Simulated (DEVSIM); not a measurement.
Schottky contact on n-type GaN

Structure: Schottky contact on n-type GaN, at 300 K.

```tsv
layer (left to right)	material	thickness (μm)	Nd (cm⁻³)	τn (s)	τp (s)
1	GaN	9.20	7.5e16	3.2e-10	3.2e-10
```

Left contact: Schottky, work function 5.26 eV, emission velocity 7.4e6 cm/s. Right contact: ohmic. Voltage is applied to the left contact. Recombination: SRH at mid-gap, Auger. Mobility is constant in doping.

This is a model device: material constants are rounded textbook-type values typed into the input, and sizes, dopings and lifetimes were drawn at random. Values at 300 K.

| parameter | GaN |
|---|---|
| gap (eV) | 3.43 |
| affinity (eV) | 4.1 |
| permittivity | 9.5 |
| Nc (cm⁻³) | 2.3e18 |
| Nv (cm⁻³) | 4.6e19 |
| μn (cm²/Vs) | 1200 |
| μp (cm²/Vs) | 100 |
| Cn (cm⁶/s) | 1e-30 |
| Cp (cm⁶/s) | 1e-30 |

DEVSIM, 1D drift-diffusion, Boltzmann statistics, complete ionisation; no tunnelling, impact ionisation, image-force lowering or self-heating. Metal contacts follow the ideal Schottky-Mott rule: no Fermi-level pinning, no interface dipoles.

```json
{
  "potential_step_across_the_device_at_zero_bias": "1.072 V",
  "largest_field_in_the_device_at_zero_bias": "170000 V/cm",
  "Dark forward voltage at 1 A/cm²": "0.779 V",
  "Dark forward voltage at 100 A/cm²": "0.906 V"
}
```

Dark forward current:

(V (V), J (A/cm²)): (0.05, 5.1e-13); (0.10, 4.0e-12); (0.15, 2.8e-11); (0.20, 2.0e-10); (0.30, 9.3e-9); (0.35, 6.4e-8); (0.40, 4.5e-7); (0.45, 3.1e-6); (0.50, 2.1e-5); (0.55, 0.00015); (0.65, 0.0070); (0.70, 0.048); (0.75, 0.33); (0.80, 2.3); (0.85, 15); (0.90, 86); (1.00, 760); (1.05, 1300); (1.10, 1900); (1.15, 2600)

Dark reverse current:

| V (V) | J (A/cm²) |
|---|---|
| -0.40 | -8.6e-14 |
| -1.00 | -8.7e-14 |
| -2.00 | -8.7e-14 |
| -3.00 | -8.7e-14 |
| -4.00 | -8.7e-14 |
| -6.00 | -8.8e-14 |
| -8.00 | -8.8e-14 |
| -10.00 | -8.8e-14 |
| -13.00 | -8.8e-14 |
| -16.00 | -8.8e-14 |
| -20.00 | -8.8e-14 |
